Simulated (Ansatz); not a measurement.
Cu on the Si site (4H silicon carbide host)

Computed with PBE, PAW (plane waves to 420 eV; Ansatz, a quantum-chemistry and plane-wave program). Cell: 96 sites, 3×2×1 repeats of a cell of 16 atoms; final energies on a 2×2×2 shifted mesh. Site at the start: the Si(k) site. Finite-size correction: monopole term and site-potential alignment. Dielectric constants: PBE linear response of the host. Host gap at this level: 2.23 eV. A cell of this size leaves errors of a few tenths of an eV. Levels are measured in PBE's own, too narrow, gap. Spin–orbit coupling is left out, and no Hubbard U is applied to the open shells. Each state is the lowest found from its start.

Charges with a result: +1, 0, −1, −2. Others weren't obtained, and one of them could lie lower, also by skipping a charge.

```
charge         moment (μB)  largest move off a lattice site (Å)  image correction with alignment (eV)  above the lowest spin state (eV)
------  ------------------  -----------------------------------  ------------------------------------  --------------------------------
+1†                    2.0                                 0.12                                  0.17                              0.00
+1†     not spin-polarised                                 0.12                                  0.17                              0.11
0                      3.0                                 0.12                                  0.00                              0.00
0                      3.0                                 0.12                                  0.00                              0.00
−1                     2.0                                 0.15                                  0.14                              0.00
−1      not spin-polarised                                 0.16                                  0.14                              0.11
−2                     1.0                                 0.17                                  0.62                              0.00
```

† Not settled in this cell, so no level is given: charge +1: level within 0.1 eV of a band edge or past it.

Starting moments that weren't kept: charge +1 began with 4 μB and ended with 2.0; charge 0 began with 1 μB and ended with 3.0.

Transition levels above the valence-band maximum: ε(0/−1) = 0.82 eV; ε(−1/−2) = 1.44 eV. On the lower envelope of the bound states, inside the gap: (0/−1) at 0.82 eV; (−1/−2) at 1.44 eV.

Flagged in the runs: a host whose relaxation on this sampling wasn't shown to rest.
